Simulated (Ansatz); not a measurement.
Base system: Re in the hcp (Mg type) structure (space group P6_3/mmc, No. 194; a = 2.7764 Å, c = 4.4809 Å; relaxed with 0.1 eV smearing). Axes: x lies along a and z along c of the hexagonal cell.

Computed with PBE, PAW, 420 eV (Ansatz, an electronic-structure program; without spin-orbit coupling).

For the base:

The pressure is 0.0 GPa.

Perturbation: biaxial strain −3.00 %, plane normal [001], relaxed out of plane (Cartesian); in-plane vectors clamped, the third vector and the atoms free.

Question: Estimate the effect on the ratio −ε⊥/ε∥.

Answer: The ratio −ε⊥/ε∥ is 0.65.

Question: Estimate the effect on the pressure.

Answer: The pressure (mean of the normal stresses, compression positive) goes from zero to 17.5 GPa.

Whether these cells are dynamically stable was not tested. The final runs are not spin-polarised.
